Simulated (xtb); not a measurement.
xtb 6.7.1, GFN2-xTB: CC(C)[N][SiH3], charge -1, multiplicity 1, 15 atoms. The geometry is a generated start, not checked to be a minimum at this level.

```json
{
  "method": "GFN2-xTB",
  "--acc": "1 (default)",
  "--etemp (K)": "300 (default)",
  "detailed input (--input)": "none: ANC optimiser, Lindh (1995) Hessian, microcycle=20, maxdispl=1.0, hlow=0.01 (default)",
  "basis_functions": "36",
  "valence_electrons": "32"
}
```

```xyz
15

C     -1.0921     1.3651     0.1176
C     -0.3268     0.0371     0.3231
C     -1.3621    -1.1038     0.4563
N      0.5367    -0.2128    -0.7682
Si     2.1792    -0.2557    -0.7351
H     -1.8008     1.5526     0.9282
H     -1.6311     1.3246    -0.8269
H     -0.3794     2.1852     0.0693
H      0.1778     0.1181     1.3165
H     -0.8377    -2.0478     0.5876
H     -2.0300    -0.9446     1.3075
H     -1.9527    -1.1635    -0.4565
H      2.8992    -1.3046     0.0952
H      2.6401    -0.5044    -2.1299
H      2.9797     0.9543    -0.2847
```

Charge -1 and multiplicity 1 are set for this test and not shown to be the ground state.

The structure is relaxed from this start with --opt LEVEL for the levels crude, sloppy, loose, lax, normal, tight, vtight, extreme, once each. Up to the end of the extreme run atoms move by at most 0.99 Å along an axis.

Question: Which level is enough to come within 20 meV of the tightest end point?

Answer: normal: 27 cycles against 57, ending 0.63 meV above.

```tsv
level	cycles	energy above the extreme run (meV)	gradient norm (eV/Å)
crude	1	45	0.10
sloppy	1	45	0.10
loose	1	45	0.10
lax	1	45	0.10
normal	27	0.63	0.016
tight	37	0.12	0.0037
vtight	54	under 0.01	0.0012
extreme	57	—	0.00092
```
